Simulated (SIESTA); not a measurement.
Band structure of CuPt7 (Fm-3m, 8 atoms in the cell).

```
CuPt7
1.0
    0.00000     3.99859     3.99859
    3.99859     0.00000     3.99859
    3.99859     3.99859     0.00000
Cu Pt
1 7
Direct
  0.50000   0.50000   0.50000
  0.00000   0.00000   0.00000
  0.00000   0.50000   0.00000
  0.50000   0.00000   0.00000
  0.50000   0.00000   0.50000
  0.00000   0.50000   0.50000
  0.00000   0.00000   0.50000
  0.50000   0.50000   0.00000
```

Level of theory: GGA PBEsol, numerical atomic orbitals DZP, PseudoDojo PBEsol standard norm-conserving potentials (rewritten from UPF to PSML) (SIESTA).

Settings: XC.functional = GGA; XC.authors = PBEsol; potentials = PseudoDojo PBEsol standard; PAO.BasisSize = DZP; PAO.EnergyShift = 0.01 Ry; MeshCutoff = 400 Ry; kgrid.MonkhorstPack = 7 7 7; OccupationFunction = MP; OccupationMPOrder = 0; ElectronicTemperature = 100 meV; MaxSCFIterations = 150; SCF.Mixer.Method = Broyden; SCF.Mixer.Weight = 0.1; SCF.Mixer.History = 6.

The starting cell comes from a database of computed structures (which also holds hypothetical and non-ambient phases and stackings), without a prior relaxation at this level. Its lattice was rescaled by a random factor within 2.5 % of one. Spin-orbit coupling is off. Spin polarisation is off. Values carry the incompleteness of an atom-centred basis.

Levels in eV from the Fermi level, bands 70 to 75:
```
point     70     71     72     73     74     75
-----  -----  -----  -----  -----  -----  -----
Γ       0.15   0.18   0.26   0.26   0.26   0.53
X      -1.27  -0.89  -0.60  -0.23   0.54   1.30
W      -0.61  -0.43  -0.28  -0.11  -0.01  -0.01
K      -0.80  -0.67  -0.51  -0.39   0.04   0.11
L      -0.42   0.18   0.18   0.24   0.30   2.24
U      -0.80  -0.67  -0.51  -0.39   0.04   0.11
```

Bands cross the Fermi level along this path, so the cell is metallic at this level.

Higher empty bands are left out: an atom-centred basis made for the valence describes them poorly.
